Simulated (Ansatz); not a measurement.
The starting structures come from a database of crystals and need not be the phases stable at ambient conditions.

Tunnelling through a barrier is set by its complex band structure: the current falls as exp(−2κd) with the smallest κ.

Here is the system:

```xyz
20
Lattice="5.9641 0.0000 0.0000 0.0000 7.8889 -0.1316 0.0000 1.2353 7.7927" Properties=species:S:1:pos:R:3 pbc="T T T"
Pb     4.4731     0.9511     0.7986
Pb     1.4910     8.1730     6.8625
Pb     4.4731     5.2423     1.1640
Pb     1.4910     3.8819     6.4971
Pb     1.4910     7.0707     2.6993
Pb     4.4731     2.0534     4.9618
S      4.4731     5.8643     4.9240
S      1.4910     3.2598     2.7371
O      4.4731     6.0056     3.4243
O      1.4910     3.1185     4.2368
O      1.4910     4.7124     2.3385
O      4.4731     4.4117     5.3226
O      0.0000     6.9406     0.9978
O      0.0000     2.1836     6.6633
O      2.9820     2.1836     6.6633
O      2.9820     6.9406     0.9978
O      5.6994     6.5055     5.4624
O      0.2646     2.6186     2.1987
O      2.7174     2.6186     2.1987
O      3.2467     6.5055     5.4624
```

Space group of this cell: Cmcm. The cell was relaxed by PBE-D3(BJ); by r2SCAN its mean pressure is -2.3 GPa.

Transport runs along the normal of the first two printed cell vectors.

No gap correction and no spin-orbit coupling; mid-gap values are interpolated between computed energies.

Task: Estimate the band gap and the smallest decay constant κ at mid-gap that r2SCAN in Ansatz (an electronic-structure program) returns for this system.

Result: Gap 3.09 eV on a 6×4×4 mesh; κ = 0.364 1/Å, at (0.000, 0.500) of the in-plane reciprocal vectors. At the zone centre, at the nearest computed energy, the slowest state has κ = 0.39 1/Å.
